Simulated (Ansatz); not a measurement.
Given:

```
CELL_PARAMETERS angstrom
      3.82697    -0.02258     0.00000
     -0.02258     3.82697     0.00000
      0.00000     0.00000     3.82697
ATOMIC_POSITIONS crystal
  N  0.00000 0.00000 0.00000
  Cu 0.50000 0.00000 0.00000
  Cu 0.00000 0.00000 0.50000
  Cu 0.00000 0.50000 0.00000
```

No spin polarisation.

Method: PBE (Ansatz, a program for electronic structure), scalar-relativistic without spin-orbit coupling. k-mesh 9×9×9 (Γ-centred); smearing 0.05 eV (Fermi–Dirac).

**Question.** Predict the gap character and band gap.

**Answer.** The gap character is indirect, T → R and the band gap is 0.19 eV.

The cells carry an imposed strain or load. No phonon test of stability was made. All final runs are without spin polarisation. The cell was made from Cu3N (space group Pm-3m, No. 221) by this change: tensor shear ε_xy = −0.59 %. The zero or small gap of Cu3N can change with the level of theory.
